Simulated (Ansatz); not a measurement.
## A computed series for Al: response to strain

Base system: Al in the fcc (Cu type) structure (space group Fm-3m, No. 225; a = 3.9924 Å; relaxed with 0.1 eV smearing). Axes: x, y, z lie along the cube axes.

Strains are applied to the cell and any free atomic positions relax; under biaxial strain the out-of-plane vector relaxes too; under stress the whole cell relaxes.

Method: Ansatz (a first-principles code) r2SCAN, no spin-orbit coupling, earlier PAW set.

Notes on the quantities. energy relative to the base: free energy F; pressure: mean of the normal stresses, compression positive.

```json
[
 {"case": "base", "energy relative to the base": "0 meV/atom", "shortest interatomic distance": "2.823 Å", "pressure": "0.0 GPa", "space group": "Fm-3m (No. 225)"},
 {"case": "biaxial strain −0.77 %, plane normal [001], relaxed out of plane", "energy relative to the base": "+0.8 meV/atom", "shortest interatomic distance": "2.801 Å", "pressure": "0.7 GPa", "space group": "I4/mmm (No. 139)"},
 {"case": "biaxial strain +0.26 %, plane normal [110], relaxed out of plane", "energy relative to the base": "+0.1 meV/atom", "shortest interatomic distance": "2.817 Å", "pressure": "-0.3 GPa", "space group": "Immm (No. 71)"},
 {"case": "biaxial strain −4.86 %, plane normal [111], relaxed out of plane", "energy relative to the base": "+50 meV/atom", "shortest interatomic distance": "2.686 Å", "pressure": "7.9 GPa", "space group": "R-3m (No. 166)"},
 {"case": "biaxial strain +4.76 %, plane normal [111], relaxed out of plane", "energy relative to the base": "+30 meV/atom", "shortest interatomic distance": "2.804 Å", "pressure": "-3.9 GPa", "space group": "R-3m (No. 166)"},
 {"case": "uniaxial strain ε_yy = −2.55 %", "energy relative to the base": "___", "shortest interatomic distance": "___", "pressure": "___", "space group": "I4/mmm (No. 139)"},
 {"case": "uniaxial strain ε_yy = +0.64 %", "energy relative to the base": "+0.3 meV/atom", "shortest interatomic distance": "2.823 Å", "pressure": "-0.6 GPa", "space group": "I4/mmm (No. 139)"},
 {"case": "uniaxial strain ε_zz = −1.52 %", "energy relative to the base": "+1.6 meV/atom", "shortest interatomic distance": "2.802 Å", "pressure": "1.5 GPa", "space group": "I4/mmm (No. 139)"},
 {"case": "uniaxial stress, 2 GPa compression along x", "energy relative to the base": "+1.9 meV/atom", "shortest interatomic distance": "2.805 Å", "pressure": "–", "space group": "I4/mmm (No. 139)"},
 {"case": "tensor shear ε_xz = +2.81 %", "energy relative to the base": "+7.3 meV/atom", "shortest interatomic distance": "2.744 Å", "pressure": "0.4 GPa", "space group": "Immm (No. 71)"}
]
```

What belongs in the blanks?


- uniaxial strain ε_yy = −2.55 %, energy relative to the base: +4.7 meV/atom
- uniaxial strain ε_yy = −2.55 %, shortest interatomic distance: 2.787 Å
- uniaxial strain ε_yy = −2.55 %, pressure: 2.6 GPa

A biaxial case was relaxed in a doubled cell and then solved in the primitive one. Beyond what the load breaks, stability against distortions was not tested.
